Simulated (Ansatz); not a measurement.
Consider a periodic stack without vacuum, fcc Al (0 0 1) on tetragonal BaTiO3 (1 0 0) (film strained to the substrate, faces as cut): substrate slab Ba4O10Ti3, film Al12, surface cells [[0, 1], [-1, 0]] and [[0, -1], [2, 1]], film strained by -1.4 and +4.0 %, faces BaO/BaO and Al/Al as cut (like faces can put a slab off its formula). Its start:

```xyz
29
Lattice="4.2022 0.0002 -0.0375 0.0003 3.9852 0.0635 -2.0005 2.1114 28.7650" Properties=species:S:1:pos:R:3 pbc="T T T"
Ba     0.1059     3.9719     1.7983
O      2.0064     1.9787     1.9257
Ba     0.0624     3.9097     5.8401
Ti     2.2228     1.9512     3.7175
O     -0.1244     1.9513     3.8312
O      2.0345     1.9150     5.9168
O      2.0384     3.9416     3.8923
Ba     0.0666     3.8433     9.8474
Ti     2.2342     1.8830     7.7643
O     -0.1421     1.8813     7.8761
O      2.0396     1.8414     9.9221
O      2.0388     3.8735     7.9220
Ba     0.0664     3.7761    13.7680
Ti     2.2306     1.8292    11.7963
O     -0.1294     1.8076    11.9026
O      2.0753     1.7667    14.0571
O      2.0629     3.7946    11.9387
Al     2.0807     3.7143    18.8759
Al    -0.0193     5.7048    18.9919
Al    -0.0381     3.7391    17.0313
Al     2.0890     1.7223    15.9615
Al     2.1196     3.6523    22.9457
Al     0.0201     5.6472    23.0068
Al    -0.0045     3.6838    20.9822
Al     2.0978     5.6755    20.9449
Al     2.1683     3.5916    26.9614
Al     0.0675     5.5831    27.0663
Al     0.0468     3.6225    24.9975
Al     2.1473     5.6170    24.9822
```

The start was prepared with a machine-learned potential, and the result is one local minimum, with the in-plane cell held and forces under 0.04 eV/Å; the film can end far from its bulk form.

Level of theory: PBE (plane waves to 420 eV, PAW; Ansatz, an electronic-structure program). Spin–orbit coupling is left out; the runs are not spin-polarised; PBE gaps are too small against experiment. Its k-point mesh 8×8×1, Fermi–Dirac width 0.05 eV.

Q: Predict the relaxed interface.

A: 
- interface area = 16.7 Å²
- period = 28.75 Å
- gaps between the outermost planes at the two interfaces = 1.81 and 3.33 Å
- Al–Ba contacts across the interfaces within 1.22 times the sum of covalent radii = 9, mean 3.74 Å
- Al–O contacts across the interfaces within 1.22 times the sum of covalent radii = 1, mean 1.81 Å
